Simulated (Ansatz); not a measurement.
The reference is BeTe in the zinc blende structure (space group F-43m, No. 216; a = 5.6043 Å). Axes: x, y, z lie along the cube axes.

Calculations: PBEsol (Ansatz, a program for electronic structure), no spin-orbit coupling.

Base values:

The smallest direct gap comes out as 3.61 eV and the band gap comes out as 1.84 eV.

Perturbation: a pure shear with ε_xy = ε_yx = 0.0143, atoms relaxed at fixed cell.

**Question.** Predict the new smallest direct gap, stress, energy relative to the base and band gap.

**Answer.** The smallest direct gap drops by 0.26 eV to 3.35 eV; the stress (xx, yy, zz, yz, xz, xy; compression positive) comes out as (0.05, 0.05, 0.00, 0.00, 0.00, -1.45) GPa; the energy goes up by 2.8 meV/atom; the band gap drops by 0.17 eV (1.84 eV → 1.67 eV).

With Te present, leaving out spin-orbit coupling can change the band edges. The cells carry an imposed strain or load. Whether these cells are dynamically stable was not tested.
